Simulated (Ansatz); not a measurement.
**TiC, response to strain**

Start from TiC in the rock salt structure (space group Fm-3m, No. 225; a = 4.329 Å; relaxed with 0.1 eV smearing). Axes: x, y, z lie along the cube axes.

Strains are applied to the cell and any free atomic positions relax; under biaxial strain the out-of-plane vector relaxes too.

Computed with r2SCAN (Ansatz, a quantum-chemistry and plane-wave program), no SOC, earlier PAW set.

Candidates:
(a) biaxial strain +1.16 %, plane normal [111], relaxed out of plane
(b) uniaxial strain ε_yy = −5.97 %
(c) uniaxial strain ε_xx = −0.67 %
(d) isotropic strain +2.86 %

Notes on the quantities. energy relative to the base: free energy F.

Task: Order them by energy relative to the base, lowest first.

Result: (c) uniaxial strain ε_xx = −0.67 % (+0.8 meV/atom), (a) biaxial strain +1.16 %, plane normal [111], relaxed out of plane (+4.8 meV/atom), (d) isotropic strain +2.86 % (+56 meV/atom), (b) uniaxial strain ε_yy = −5.97 % (+75 meV/atom)

Whether these cells are dynamically stable was not tested. All final runs are without spin polarisation.
